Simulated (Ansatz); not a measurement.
Output of an Ansatz run (abridged):

```
WARN ansatz: RAYON_NUM_THREADS=1 ignored (pool sized by the plan → 1); use --threads N
Pseudopotentials: kind: paw
Pseudopotential: Ga, paw, valence charge 13
Pseudopotential: N, paw, valence charge 5
Crystal: 4 atoms, lattice volume = 45.328 Å³
Basis set: ecut = 420.4159175005146 eV, 893 PW (Γ), exchange–correlation on 48×48×72 points (8 copies of the dense FFT grid, shifted against one another)
Bands: 22, of which v1, the nominal top of the filled ones, is band 18 counted from 1 (17 counted from 0)
Symmetry: 12 space group operations
Space group: P63mc (ITA 186), of the structure as read, at distance tolerance 3.6e-5 Å
k-points: 36 of 405 (time reversal used)
PAW frozen core: Ga, regenerated for the run's functional, and the local potential with it
PAW frozen core: N, regenerated for the run's functional, and the local potential with it
Initial density: superposition of atomic densities (neutral atoms: chi_scale 0, normalization atom), corrected by the library's trained network
Initial wavefunctions: pseudopotential atomic-orbital guess
Eigensolver: davidson
Functional: x = pbesol(κ = 0.804, μ = 0.12345679012345678), c = pbesol(β = 0.046)
SCF iter   1: F=—  HF=-8245.713870 eV  |F-HF|=—  |Δ(HF+E_count)|=         —  Δρ=1.27e-2  dr2=7.05e-2  ethr=1.77e-3  ⟨swp⟩=5.4  Hψ=3304  notcnv=0
all-band conjugate gradients solve this SCF's bands
preconditioner: auto → Resta (q_TF=auto, 2.626 Å⁻¹)
SCF iter   2: F=—  HF=-8245.694024 eV  |F-HF|=—  |Δ(HF+E_count)|=   1.98e-2  Δρ=1.90e-3  dr2=1.66e-3  ethr=1.96e-4  ⟨swp⟩=2.1  Hψ=1372  notcnv=0
SCF iter   3: F=—  HF=-8245.693828 eV  |F-HF|=—  |Δ(HF+E_count)|=   1.96e-4  Δρ=8.88e-4  dr2=2.64e-4  ethr=4.61e-6  ⟨swp⟩=2.1  Hψ=1033  notcnv=0
SCF iter   4: F=—  HF=-8245.693849 eV  |F-HF|=—  |Δ(HF+E_count)|=   2.15e-5  Δρ=1.53e-4  dr2=1.19e-5  ethr=7.34e-7  ⟨swp⟩=2.0  Hψ=1440  notcnv=0
SCF iter   5: F=—  HF=-8245.693820 eV  |F-HF|=—  |Δ(HF+E_count)|=   2.97e-5  Δρ=1.05e-4  dr2=3.14e-6  ethr=3.31e-8  ⟨swp⟩=2.0  Hψ=1433  notcnv=0
SCF iter   6: F=—  HF=-8245.693821 eV  |F-HF|=—  |Δ(HF+E_count)|=   1.84e-6  Δρ=2.13e-5  dr2=1.44e-7  ethr=8.73e-9  ⟨swp⟩=2.7  Hψ=1427  notcnv=0
SCF iter   7: F=-8245.693822 eV  HF=-8245.693822 eV  |F-HF|=5.15e-9  |Δ(HF+E_count)|=   8.72e-8  Δρ=3.07e-6  dr2=4.27e-9  ethr=2.78e-10  ⟨swp⟩=4.1  Hψ=2863  notcnv=0
SCF 1 converged in 7 iterations: F = -8245.693822 eV  dr2 = 4.27e-9
SCF converged after 7 iterations
Free energy (F): -8245.693822 eV
Harris-Foulkes:  -8245.693822 eV  (|F-HF|=5.15e-9)
Internal energy: -8245.693822 eV  (E = F + TS)
E sigma→0 (E₀):  -8245.693822 eV
Fermi energy:    10.633698 eV
--- Per-component energies (eV) ---
  E_band       = -11.425547
  E_kinetic    = 493.834440
  E_local      = -3891.992272  (includes V_loc(G=0)·N_el)
  E_nonlocal   = 951.099576
  E_hartree    = 1788.963051
  E_xc         = -255.523406
  E_vxc        = -267.915855  (∫ρ·V_xc dr)
  E_paw        = -4152.057384  (= ΣΔE_a)
  E_vpaw       = -874.378221  (= ΣTr[D̂ρ^β])
  E_aug_tail   = 0.000068  (compensation charges beyond the density's cutoff)
  E_ewald      = -3181.800047
  E_core_change = 1.782153  (= ΣΔE_core)
  E_smearing   = -0.000000  (= −TS)
  E_closure    = -0.000000  (closes the sum)
  Σ components = -8245.693822   (vs F -8245.693822, Δ=0.00e0)
--- Forces (eV/Å), atoms counted from 1 ---
  atom   1  Ga     0.00000000     0.00000000     0.00939360
  atom   2  Ga     0.00000000     0.00000000     0.00939360
  atom   3  N     -0.00000000    -0.00000000    -0.00939649
  atom   4  N      0.00000000     0.00000000    -0.00939649
  max |Σ_I F_I| component: 5.77e-6 eV/Å
--- Stress (GPa, compression-positive) ---
        0.552005      -0.000000       0.000000
        0.000000       0.552005       0.000000
        0.000000       0.000000       0.877443
  P = ⅓ Tr σ = 0.6605 GPa (6.605 kbar)
  The stress holds the Pulay correction. Without it, at fixed plane waves, as pw.x and ABINIT print it: P = 0.1372 GPa
--- Band table (eV; the first three rows and the last of 36) ---
  k-point 0: bands = ["-6.3635", "-5.4193", "-3.8102", "-3.7955", "-3.7955", "-3.7330", "-3.7330", "-3.5361", "-3.5361", "-3.4350", "-3.4350", "-2.1628", "2.5068", "8.6183", "8.6183", "9.6397", "9.6733", "9.6733", "11.5776", "13.8844", "18.8146", "19.5005"]
  k-point 1: bands = ["-6.2454", "-5.4664", "-3.7933", "-3.7933", "-3.7772", "-3.7425", "-3.7425", "-3.5229", "-3.5229", "-3.4414", "-3.4414", "-2.5628", "3.2351", "8.5543", "8.7139", "8.7139", "9.5682", "9.5682", "12.4696", "13.9620", "18.5445", "19.4837"]
  k-point 2: bands = ["-5.9489", "-5.6404", "-3.7835", "-3.7835", "-3.7639", "-3.7639", "-3.6247", "-3.4923", "-3.4923", "-3.4614", "-3.4614", "-3.2185", "4.8593", "6.7475", "8.9705", "8.9705", "9.2968", "9.2968", "13.5741", "14.0306", "18.0956", "18.3273"]
  k-point 35: bands = ["-5.2476", "-5.2476", "-3.7012", "-3.6685", "-3.6685", "-3.6153", "-3.5134", "-3.5131", "-3.4936", "-3.4936", "-1.7121", "-1.7121", "3.4850", "3.4850", "5.0134", "5.7877", "8.0406", "8.0406", "16.2053", "16.2053", "16.3338", "17.3502"]
```

The structure:

```
CELL_PARAMETERS angstrom
      1.59021    -2.75433     0.00000
      1.59021     2.75433     0.00000
      0.00000     0.00000     5.17443
ATOMIC_POSITIONS crystal
  Ga 0.66667 0.33333 0.50000
  Ga 0.33333 0.66667 0.00000
  N  0.66667 0.33333 0.87700
  N  0.33333 0.66667 0.37700
```

**Question.** What input produced this log?

**Answer.** Other spellings and defaults could give the same log, and not every line can be read from it. The input that was run (DFT, PBEsol, plane waves, default PAW files made with PBE):

Ansatz 0.2 input:
```yaml
crystal:
  lattice:
    - [1.590215, -2.754333, 0.000000]
    - [1.590215, 2.754333, 0.000000]
    - [0.000000, 0.000000, 5.174430]
  atoms:
    - { symbol: Ga, position_ang: [1.590215, -0.918111, 2.587215] }
    - { symbol: Ga, position_ang: [1.590215, 0.918111, 0.000000] }
    - { symbol: N, position_ang: [1.590215, -0.918111, 4.537975] }
    - { symbol: N, position_ang: [1.590215, 0.918111, 1.950760] }
basis:
  ecutwfc: 30.9 Ry
kpoints:
  mp_grid: { grid: [9, 9, 5] }
hamiltonian:
  xc: pbesol
  pseudopotentials: { kind: paw }
scf:
  occupations: { method: fermi_dirac, width: 0.0015 Ry }
output:
  forces: true
  eigenvalues: true
  stress: true
```

The starting cell has typed, rounded lattice constants, without a prior relaxation at this level. Its lattice was rescaled by up to half a per cent. Ansatz's pressure includes its estimate of the finite-basis (Pulay) stress. Without the estimate this run gives 0.14 GPa.

Ansatz is a first-principles code.
